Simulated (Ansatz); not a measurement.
An Ansatz (a program for electronic structure) run: BN with a change (uniaxial strain ε_xx = −1.80 %); LDA/PAW in Ansatz, without spin-orbit coupling.

Input:

Ansatz 0.2 input:
```yaml
crystal:
  lattice:
    - [2.4777857618, 0, 0]
    - [-1.2388928809, 2.1851582636, 0]
    - [0, 0, 4.1751362814]
  atoms:
    - { symbol: B, position: [0.3333333333, 0.6666666667, 0.0003018935] }
    - { symbol: B, position: [0.6666666667, 0.3333333333, 0.5003018935] }
    - { symbol: N, position: [0.3333333333, 0.6666666667, 0.3746981065] }
    - { symbol: N, position: [0.6666666667, 0.3333333333, 0.8746981065] }
basis: { ecutwfc: 420, ecutrho_ratio: 4, xc_grid: 2, fft_grid_basis: typed }
kpoints: { mp_grid: { grid: [15, 15, 8] } }
hamiltonian:
  xc: lda
  dispersion: none
  pseudopotentials: { kind: paw }
scf: { occupations: { method: fermi_dirac, width: 0.05 }, convergence: { dr2_threshold: 0.0000000004 } }
relax: { f_tol: 0.005, max_steps: 50 }
output: { forces: true, stress: true }
checkpoint: { write: state.ck, write_every: 1000 }
```

Output (explanatory and most iteration lines left out):

```
Relaxation: its limit of steps is 50 (relax.max_steps)
Pseudopotential: B, paw, valence charge 3
Pseudopotential: N, paw, valence charge 5
Crystal: 4 atoms, lattice volume = 22.606 Å³
Basis set: ecut = 420 eV, 427 PW (Γ), exchange–correlation on 36×36×60 points (8 copies of the dense FFT grid, shifted against one another)
Bands: 12, of which v1, the nominal top of the filled ones, is band 8 counted from 1 (7 counted from 0)
Symmetry: 4 space group operations
Space group: Cmc21 (ITA 36), of the structure as read, at distance tolerance 2.8e-5 Å
k-points: 320 of 1800 (time reversal used)
Functional: x = slater, c = lda
SCF iter   1: F=—  HF=-1052.847493 eV  |F-HF|=—  |Δ(HF+E_count)|=         —  Δρ=1.05e-2  dr2=1.95e-2  ethr=1.77e-3  ⟨swp⟩=5.5  Hψ=20554  notcnv=0
SCF iter   2: F=—  HF=-1052.841680 eV  |F-HF|=—  |Δ(HF+E_count)|=   5.81e-3  Δρ=3.90e-3  dr2=1.44e-3  ethr=1.22e-4  ⟨swp⟩=3.0  Hψ=9854  notcnv=0
SCF 1 converged in 6 iterations: F = -1052.841203 eV  dr2 = 2.32e-10
relax step   1: F+E_penalty+E_count = -1052.84120285 eV  Δ(F+E_penalty+E_count) = +0.000e0 eV  max|allowed force component| = 1.077e-1 eV/Å  Δτ_max = 0.0000 Å  (6 SCF iters, accepted)
Crystal: 4 atoms, lattice volume = 22.606 Å³
SCF iter   1: F=—  HF=-1052.841517 eV  |F-HF|=—  |Δ(HF+E_count)|=         —  Δρ=5.81e-4  dr2=4.42e-5  ethr=2.74e-7  ⟨swp⟩=1.0  Hψ=15376  notcnv=0
SCF iter   2: F=—  HF=-1052.841501 eV  |F-HF|=—  |Δ(HF+E_count)|=   1.56e-5  Δρ=2.33e-4  dr2=5.10e-6  ethr=2.74e-7  ⟨swp⟩=2.0  Hψ=6051  notcnv=0
SCF 2 converged in 5 iterations: F = -1052.841499 eV  dr2 = 9.81e-11
relax step   2: F+E_penalty+E_count = -1052.84149920 eV  Δ(F+E_penalty+E_count) = -2.964e-4 eV  max|allowed force component| = 6.363e-2 eV/Å  Δτ_max = 0.0020 Å  (5 SCF iters, accepted)
Crystal: 4 atoms, lattice volume = 22.606 Å³
SCF iter   1: F=—  HF=-1052.841717 eV  |F-HF|=—  |Δ(HF+E_count)|=         —  Δρ=6.91e-4  dr2=7.26e-5  ethr=2.64e-6  ⟨swp⟩=2.0  Hψ=12725  notcnv=0
SCF iter   2: F=—  HF=-1052.841687 eV  |F-HF|=—  |Δ(HF+E_count)|=   3.00e-5  Δρ=2.49e-4  dr2=6.98e-6  ethr=4.54e-7  ⟨swp⟩=2.0  Hψ=8257  notcnv=0
SCF 3 converged in 6 iterations: F = -1052.841684 eV  dr2 = 5.69e-11
relax step   3: F+E_penalty+E_count = -1052.84168445 eV  Δ(F+E_penalty+E_count) = -1.852e-4 eV  max|allowed force component| = 1.401e-3 eV/Å  Δτ_max = 0.0019 Å  (6 SCF iters, accepted)
SCF converged after 6 iterations
Free energy (F): -1052.841684 eV
Internal energy: -1052.841684 eV  (E = F + TS)
E sigma→0 (E₀):  -1052.841684 eV
Fermi energy:    14.292690 eV
--- Forces (eV/Å), atoms counted from 1 ---
  atom   1  B      0.00000000     0.00063577     0.00140117
  atom   2  B      0.00000000    -0.00063577     0.00140117
  atom   3  N      0.00000000    -0.00021321    -0.00140020
  atom   4  N      0.00000000     0.00021321    -0.00140020
--- Stress (GPa, compression-positive) ---
       18.802845       0.000000       0.000000
        0.000000       2.747094       0.000000
        0.000000       0.000000       1.170168
  P = ⅓ Tr σ = 7.5734 GPa (75.734 kbar)
--- Relaxed structure (3 steps of the walk, 3 accepted, 0 SCFs on fresh bases) ---
  atoms:
    - { symbol: B, position: [0.3333642274653337, 0.6667284549306675, 0.0004875099021312675] }
    - { symbol: B, position: [0.6666357725346663, 0.33327154506933254, 0.5004875099021313] }
    - { symbol: N, position: [0.33419474141915345, 0.668389482838307, 0.3745124900978688] }
    - { symbol: N, position: [0.6658052585808465, 0.33161051716169304, 0.8745124900978688] }
```

No phonon test of stability was made. The cell was made from BN in the wurtzite structure (space group P6_3mc, No. 186) by this change: uniaxial strain ε_xx = −1.80 %.
